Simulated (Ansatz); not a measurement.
BaO, element substitutions

Base system: BaO in the rock salt structure (space group Fm-3m, No. 225; a = 5.574 Å).

Each row replaces one element on all its sites; cell and atoms are relaxed.

The values are results of PBE (Ansatz, an electronic-structure program; PAW; 420 eV plane waves; without spin-orbit coupling), not measurements.

```csv
variant,electron mass,gap character,band gap,volume per atom
base,"1.2 mₑ along k, 0.40 mₑ across (at X)",direct at X,2.10 eV,21.64 Å³
Ba → Mg,0.34 mₑ (at Γ),direct at Γ,4.46 eV,9.62 Å³
O → S,"1.3 mₑ along k, 0.34 mₑ across (at X)","indirect, Γ → X",2.23 eV,33.21 Å³
Ba → Ca,___,"indirect, Γ → X",___,___
```

Task: What belongs in the blanks?

Result: 
- Ba → Ca, electron mass: 1.4 mₑ along k, 0.44 mₑ across (at X)
- Ba → Ca, band gap: 3.66 eV
- Ba → Ca, volume per atom: 14.09 Å³

Effective masses come from finite differences of ±0.01 Å⁻¹. Along k means along the line from Γ to the band edge. Stability against distortions was not tested.
